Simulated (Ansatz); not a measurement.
For As (model structure, started from the lonsdaleite type, P6₃/mmc, No. 194, 4 atoms in the cell), PBE-D3(BJ) (plane waves, PAW; Ansatz, an electronic-structure program) gives:

```
Quantity                   Result
-------------------  ------------
lattice constant a        4.551 Å
lattice parameter c       5.690 Å
cohesive energy      3.15 eV/atom
```

Question: What does r²SCAN+rVV10 (Ansatz, PAW) give for the same quantities?

Answer: 
- lattice constant a: 4.565 Å (increases by 0.3 %)
- lattice parameter c: 5.707 Å (increases by 0.3 %)
- cohesive energy: 2.83 eV/atom (falls by 0.32 eV/atom)

Changes are worked out from the printed values.

Unless a cell is named, each level is at its own relaxed cell (PBE-D3(BJ) 25.52, r²SCAN+rVV10 25.75 Å³/atom).

Ansatz's density-functional and Hartree–Fock values are scalar-relativistic unless marked +SOC, with PAW data made under PBE.

A model structure was made by putting elements into a prototype or built by hand; it is no filed structure, need not be a known phase, and can be a saddle point held by its symmetry.
